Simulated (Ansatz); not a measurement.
We consider CsCl-type FeAl, described by r²SCAN (plane waves, PAW; Ansatz, an electronic-structure program).

Run with plane-wave cutoff 600 eV, 22×22×22 k mesh, Fermi–Dirac smearing 0.034 eV (set by the program), no spin polarisation, scalar-relativistic PAW data made under PBE.

Cell (relaxed at this level):

```yaml
crystal:
  lattice:
    - [2.84285, 0.00000, 0.00000]
    - [0.00000, 2.84285, 0.00000]
    - [0.00000, 0.00000, 2.84285]
  atoms:
    - { symbol: Al, position: [0.50000, 0.50000, 0.50000] }
    - { symbol: Fe, position: [0.00000, 0.00000, 0.00000] }
```

### Question
Predict the Voigt–Reuss–Hill bulk modulus, elastic constant C11, Voigt–Reuss–Hill shear modulus (Hill average), elastic constant C44 and elastic constant C12.

### Answer

* **Voigt–Reuss–Hill bulk modulus**: 197 GPa
* **elastic constant C11**: 296 GPa
* **Voigt–Reuss–Hill shear modulus (Hill average)**: 119 GPa
* **elastic constant C44**: 162 GPa
* **elastic constant C12**: 147 GPa

Elastic constants are with the ions relaxed.

The computed numbers hold no vibrational or temperature effects.

Computing time: around 6 core-minutes (rough).
